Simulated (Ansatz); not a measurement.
A15 Mo3Si, treated with BLYP in Ansatz (PAW).

The run printed, among other lines:

```
Crystal: 8 atoms, lattice volume = 125.397 Å³
Basis set: ecut = 520 eV, 3407 PW (Γ), exchange–correlation on 80×80×80 points (8 copies of the dense FFT grid, shifted against one another)
Bands: 56, of which v1, the nominal top of the filled ones, is band 46 counted from 1 (45 counted from 0)
Symmetry: 48 space group operations
Space group: Pm-3n (ITA 223), of the structure as read, at distance tolerance 5.0e-5 Å
k-points: 84 of 1728
Functional: x = b88, c = lyp
SCF iter   1: F=—  HF=-31094.637391 eV  |F-HF|=—  |Δ(HF+E_count)|=         —  Δρ=1.09e-2  dr2=1.56e-1
SCF iter   2: F=—  HF=-31094.604085 eV  |F-HF|=—  |Δ(HF+E_count)|=   3.33e-2  Δρ=6.00e-3  dr2=4.72e-2
  ...
SCF iter   7: F=—  HF=-31094.591116 eV  |F-HF|=—  |Δ(HF+E_count)|=   1.66e-8  Δρ=1.10e-6  dr2=1.17e-9
SCF iter   8: F=-31094.591116 eV  HF=-31094.591116 eV  |F-HF|=1.46e-11  |Δ(HF+E_count)|=  2.69e-10  Δρ=2.16e-7  dr2=3.91e-11
SCF 1 converged in 8 iterations: F = -31094.591116 eV  dr2 = 3.91e-11
SCF converged after 8 iterations
Free energy (F): -31094.591116 eV
Internal energy: -31094.555447 eV  (E = F + TS)
E sigma→0 (E₀):  -31094.573282 eV
Fermi energy:    18.684515 eV
--- Forces (eV/Å), atoms counted from 1 ---
  atom   1  Si    -0.00000000    -0.00000000    -0.00000000
  atom   2  Si    -0.00000000     0.00000000     0.00000000
  atom   3  Mo     0.00000000     0.00000000     0.00000000
  atom   4  Mo     0.00000000    -0.00000000     0.00000000
  atom   5  Mo    -0.00000000     0.00000000     0.00000000
  atom   6  Mo     0.00000000    -0.00000000     0.00000000
  atom   7  Mo     0.00000000     0.00000000    -0.00000000
  atom   8  Mo     0.00000000    -0.00000000    -0.00000000
--- Stress (GPa, compression-positive) ---
       -4.172446      -0.000000       0.000000
        0.000000      -4.172446       0.000000
        0.000000       0.000000      -4.172446
  P = ⅓ Tr σ = -4.1724 GPa (-41.724 kbar)
```

Write an input file that could have produced this run (the log leaves some choices open).

One answer among several that fit: 
Ansatz 0.2 input:
```yaml
crystal:
  lattice:
    - [5.00529199, 0.0, 0.0]
    - [0.0, 5.00529199, 0.0]
    - [0.0, 0.0, 5.00529199]
  atoms:
    - { symbol: Si, position: [0.5, 0.5, 0.5] }
    - { symbol: Si, position: [0.0, 0.0, 0.0] }
    - { symbol: Mo, position: [0.25, 0.0, 0.5] }
    - { symbol: Mo, position: [0.5, 0.25, 0.0] }
    - { symbol: Mo, position: [0.5, 0.75, 0.0] }
    - { symbol: Mo, position: [0.75, 0.0, 0.5] }
    - { symbol: Mo, position: [0.0, 0.5, 0.75] }
    - { symbol: Mo, position: [0.0, 0.5, 0.25] }
basis:
  ecutwfc: 520
  ecutrho_ratio: 4
  xc_grid: 2
kpoints:
  mp_grid: { grid: [12, 12, 12] }
hamiltonian:
  xc: blyp
  dispersion: none
  pseudopotentials: { kind: paw }
scf:
  occupations: { method: fermi_dirac, width: 0.05 }
  convergence: { dr2_threshold: 0.0000000008 }
output:
  forces: true
  stress: true
  eigenvalues: true
```

The cell is one volume of an energy–volume scan, off the minimum.

The PAW data were made under PBE.

Ansatz is an electronic-structure program.
